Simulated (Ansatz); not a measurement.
# BeSe: response to strain

Take BeSe in the zinc blende structure (space group F-43m, No. 216; a = 5.082 Å) as the base. Axes: x, y, z lie along the cube axes.

Strains are applied to the cell and any free atomic positions relax; under biaxial strain the out-of-plane vector relaxes too.

Calculations: LDA in Ansatz (plane waves to 420 eV, PAW, scalar-relativistic without spin-orbit coupling).

```json
[
 {"biaxial strain, plane normal [111], relaxed out of plane (%)": "-2.5", "band gap (eV)": "2.17"},
 {"biaxial strain, plane normal [111], relaxed out of plane (%)": "-2.08", "band gap (eV)": "2.22"},
 {"biaxial strain, plane normal [111], relaxed out of plane (%)": "-1.67", "band gap (eV)": "2.26"},
 {"biaxial strain, plane normal [111], relaxed out of plane (%)": "-1.25", "band gap (eV)": "2.30"},
 {"biaxial strain, plane normal [111], relaxed out of plane (%)": "-0.83", "band gap (eV)": "2.34"},
 {"biaxial strain, plane normal [111], relaxed out of plane (%)": "-0.42", "band gap (eV)": "?"},
 {"biaxial strain, plane normal [111], relaxed out of plane (%)": "0", "band gap (eV)": "2.40"}
]
```

Problem. Fit E_g = E₀ + Dε (ε in %) to the rows shown and predict the withheld row.

Solution. Least squares on the printed values gives E₀ = 2.41 eV, D = 91.9 meV per % of strain (largest residual 0.01 eV); this predicts 2.37 eV, and the run gives 2.37 eV, in agreement.

Stability against distortions was not tested.

Ansatz is a quantum-chemistry and plane-wave program.
